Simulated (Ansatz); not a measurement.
We consider fluorite CeH2 (cell taken from a computed entry), described by r²SCAN in Ansatz (plane waves, PAW).

Settings: plane-wave cutoff 500 eV, 12×12×12 k mesh, Fermi–Dirac smearing 0.05 eV, spin-polarised start, scalar-relativistic PAW data made under PBE.

Computed at the level's own relaxed cell.

**Question.** Estimate the volume per atom and lattice constant a that the calculation returns.

**Answer.** 
* **volume per atom**: 14.38 Å³/atom
* **lattice constant a**: 5.568 Å

Note: the magnetic order was assumed, not searched for or taken from measurement; the relaxation could not lower the start's symmetry, so the cell can be a saddle point above a distorted one; the 4f shell is treated without U or exact exchange, so its levels and filling can be wrong.

Spin–orbit coupling is not included.

Static lattice: no zero-point or thermal effects.

Computing time: about 2.4 core-minutes (a rough figure).

Ansatz is an electronic-structure program.
